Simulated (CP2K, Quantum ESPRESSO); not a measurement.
A CP2K input for a relaxation of cell and atoms of CaTiS₂ (P-3m1, 4 atoms in the cell) (DFT PBEsol, GPW, DZVP-MOLOPT-SR-GTH basis, GTH-PBE potentials (GTH_POTENTIALS)):

```
&GLOBAL
  PROJECT bulk
  RUN_TYPE CELL_OPT
  PRINT_LEVEL MEDIUM
&END GLOBAL
&FORCE_EVAL
  METHOD Quickstep
  STRESS_TENSOR ANALYTICAL
  &DFT
    BASIS_SET_FILE_NAME BASIS_MOLOPT
    POTENTIAL_FILE_NAME GTH_POTENTIALS
    &QS
      METHOD GPW
      EPS_DEFAULT 1E-10
      EXTRAPOLATION USE_GUESS
    &END QS
    &MGRID
      CUTOFF 600
      REL_CUTOFF 50
      NGRIDS 5
    &END MGRID
    &SCF
      SCF_GUESS ATOMIC
      EPS_SCF 1E-7
      MAX_SCF 100
      ADDED_MOS 7
      &DIAGONALIZATION
        ALGORITHM STANDARD
      &END DIAGONALIZATION
      &MIXING
        METHOD BROYDEN_MIXING
        ALPHA 0.2
        NBUFFER 10
        BETA 1
      &END MIXING
      &SMEAR ON
        METHOD FERMI_DIRAC
        ELECTRONIC_TEMPERATURE [K] 1160.45
      &END SMEAR
    &END SCF
    &KPOINTS
      SCHEME MONKHORST-PACK 7 7 4
      GAMMA_CENTERED T
    &END KPOINTS
    &XC
      &XC_FUNCTIONAL
        &PBE
          PARAMETRIZATION PBESOL
        &END PBE
      &END XC_FUNCTIONAL
    &END XC
    &PRINT
      &MO
        EIGENVALUES T
        OCCUPATION_NUMBERS T
        NDIGITS 8
        FILENAME mo
        &EACH
          QS_SCF 0
        &END EACH
        ADD_LAST NUMERIC
      &END MO
      &MULLIKEN ON
      &END MULLIKEN
    &END PRINT
  &END DFT
  &SUBSYS
    &CELL
      A 3.64514000 0.00000000 0.00000000
      B -1.82257000 3.15678400 0.00000000
      C 0.00000000 0.00000000 6.54150000
      PERIODIC XYZ
    &END CELL
    &COORD
      SCALED
      Ca       0.00000000     0.00000000     0.50000000
      Ti       0.00000000     0.00000000     0.00000000
      S        0.33333300     0.66666700     0.78034000
      S        0.66666700     0.33333300     0.21966000
    &END COORD
    &KIND Ca
      BASIS_SET DZVP-MOLOPT-SR-GTH
      POTENTIAL GTH-PBE-q10
    &END KIND
    &KIND Ti
      BASIS_SET DZVP-MOLOPT-SR-GTH
      POTENTIAL GTH-PBE-q12
    &END KIND
    &KIND S
      BASIS_SET DZVP-MOLOPT-SR-GTH
      POTENTIAL GTH-PBE-q6
    &END KIND
  &END SUBSYS
  &PRINT
    &FORCES ON
    &END FORCES
    &STRESS_TENSOR ON
    &END STRESS_TENSOR
  &END PRINT
&END FORCE_EVAL
&MOTION
  &CELL_OPT
    OPTIMIZER BFGS
    MAX_ITER 60
    MAX_FORCE 4E-4
    RMS_FORCE 3E-4
    EXTERNAL_PRESSURE [GPa] 0
    PRESSURE_TOLERANCE [bar] 200
  &END CELL_OPT
  &PRINT
    &CELL ON
    &END CELL
    &RESTART OFF
    &END RESTART
    &RESTART_HISTORY OFF
    &END RESTART_HISTORY
  &END PRINT
&END MOTION
```

**Question.** Translate this input to Quantum ESPRESSO.

**Answer.** This is the input that was run; spellings and numerical settings could be chosen otherwise.

```fortran
&CONTROL
   calculation = 'vc-relax'
   prefix = 'catis2'
   outdir = './tmp'
   pseudo_dir = './'
/
&SYSTEM
   ibrav = 4
   celldm(1) = 6.88831646
   celldm(3) = 1.7945812327
   nat = 4
   ntyp = 3
   ecutwfc = 50
   ecutrho = 400
   occupations = 'smearing'
   smearing = 'fermi-dirac'
   degauss = 0.0073499
   input_dft = 'pbesol'
/
&ELECTRONS
   conv_thr = 1.0d-10
   mixing_beta = 0.4
/
&IONS
/
&CELL
/
ATOMIC_SPECIES
Ca    40.0780  Ca_pbe_v1.uspp.F.UPF
Ti    47.8670  ti_pbe_v1.4.uspp.F.UPF
S     32.0600  s_pbe_v1.4.uspp.F.UPF
ATOMIC_POSITIONS {alat}
Ca    0.00000000    0.00000000    0.89729062
Ti    0.00000000    0.00000000    0.00000000
S     0.00000000    0.57735027    1.40038352
S     0.50000000    0.28867514    0.39419771
K_POINTS {automatic}
7 7 4  0 0 0
```

Basis, cutoffs, solver keys and any potentials are the target program's own. This input uses DFT, PBEsol, plane waves, SSSP 1.1.2 efficiency (PBE) pseudopotentials.

The starting cell comes from a database of computed structures (which also holds hypothetical and non-ambient phases and stackings), without a prior relaxation at this level.
